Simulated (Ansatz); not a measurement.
**Short convergence ladders for a (001) slab of YSi2 (cut from a parent of space group no. 15; 6 atoms in the cell)**

```
CELL_PARAMETERS angstrom
      3.95688     0.00000     0.00000
     -3.95518     3.95688     0.00000
      0.00000     0.00000    20.05070
ATOMIC_POSITIONS crystal
  Si 0.82627 0.78734 0.53096
  Si 0.32144 0.28651 0.46904
  Si 0.83991 0.79416 0.65089
  Si 0.30780 0.27969 0.34912
  Y  0.83309 0.29100 0.59092
  Y  0.31462 0.78285 0.40908
```

Base method: LDA (PW92), default PAW files made with PBE (plane waves; Ansatz, a first-principles code).

Base settings: basis.ecutwfc = 420 eV; kpoints.mp_grid.grid = 9 7 1; hamiltonian.xc = lda; hamiltonian.pseudopotentials = {kind: paw} (the program's default PAW files); scf.occupations.method = gaussian; scf.occupations.width = 0.1 eV.

The count of work is k-points × plane waves × bands × iterations; it is no time. Core times come from one kind of shared machine, to one figure; runs under 30 s give none.

**The vacuum**

The mesh stays at the base's, so the ladder's end is converged at best in this setting alone.

Only quantities that move along the ladder and can be compared are tabulated.

| vacuum between outermost atoms (Å) | free energy less the last step's (meV/atom) | largest difference of a force vector from the last step's (eV/Å) | count of work / last |
|---|---|---|---|
| 3.0 | -74.07 | 0.555 | 0.25 |
| 4.0 | -31.58 | 0.213 | 0.28 |
| 5.0 | -10.98 | 0.074 | 0.31 |
| 6.0 | -3.36 | 0.023 | 0.33 |
| 7.0 | -0.96 | 0.007 | 0.36 |
| 8.0 | -0.25 | 0.002 | 0.39 |
| 10.0 | 0.00 | 0.001 | 0.44 |
| 12.0 | 0.02 | 0.001 | 0.50 |
| 14.0 | 0.01 | 0.000 | 0.56 |
| 17.0 | 0.02 | 0.000 | 0.64 |
| 20.0 | 0.01 | 0.000 | 0.72 |
| 25.0 | 0.02 | 0.001 | 0.86 |
| 30.0 | 0.00 | 0.000 | 1.0 |

Smallest vacuum between outermost atoms (Å) that holds the forces within 0.005 eV/Å of the last step, with all finer ones: 8.0, at 0.39 of the last step's count of work; the step before is off by 0.007 eV/Å.

Smallest vacuum between outermost atoms (Å) that holds the free energy within 2 meV/atom of the last step, with all finer ones: 7.0, at 0.36 of the last step's count of work; the step before is off by 3.4 meV/atom.

**The plane-wave cutoff**

The mesh stays at the base's, so the ladder's end is converged at best in this setting alone.

Only quantities that move along the ladder and can be compared are tabulated.

```csv
basis.ecutwfc,free energy less the last step's (meV/atom),largest difference of a force vector from the last step's (eV/Å),count of work / last
210 eV,253.20,0.123,0.11
250 eV,72.03,0.026,0.16
295 eV,20.79,0.004,0.21
355 eV,3.59,0.006,0.27
420 eV,0.52,0.000,0.35
505 eV,0.22,0.000,0.46
630 eV,0.05,0.000,0.65
840 eV,0.00,0.000,1.0
```

Coarsest basis.ecutwfc that holds the free energy within 5 meV/atom of the last step, with all finer ones: 355 eV, at 0.27 of the last step's count of work; the step before is off by 21 meV/atom.

Coarsest basis.ecutwfc that holds the forces within 0.01 eV/Å of the last step, with all finer ones: 295 eV, at 0.21 of the last step's count of work; the step before is off by 0.026 eV/Å.

**The depth of the slab**

Surface energy = (E_slab − N e_bulk)/2A, with e_bulk from the bulk crystal on its finest mesh (693 k-points); errors per atom of slab and bulk, whose meshes differ, grow with N. The bulk cell stands at -3.6 GPa at this level, so the slab is strained in the plane.

The mesh stays at the base's, so the ladder's end is converged at best in this setting alone.

Only quantities that move along the ladder and can be compared are tabulated.

```tsv
atoms	unrelaxed surface energy (J/m²)	count of work / last	core time / last (rough)
6	1.175	0.10	–
12	1.249	0.29	0.3
18	1.217	0.62	0.6
24	1.223	1.0	1
```

Smallest size that holds the unrelaxed surface energy within 0.02 J/m² of the last step, with all finer ones: 18; the step before is off by 0.026 J/m².

On the base run: the starting cell comes from a database of computed structures (which also holds hypothetical and non-ambient phases and stackings), without a prior relaxation at this level. The slab is cut from that crystal, and its faces are unrelaxed. Its lattice was rescaled by up to half a per cent. Spin polarisation is off, though cut faces can carry moments; the slab shows no gap. In the base run, forces exceed 1 eV/Å.

Left out of this page: 1 run of the series outside the window shown, repeating another row's setting, or not comparable.

Keys are those of Ansatz 0.2.
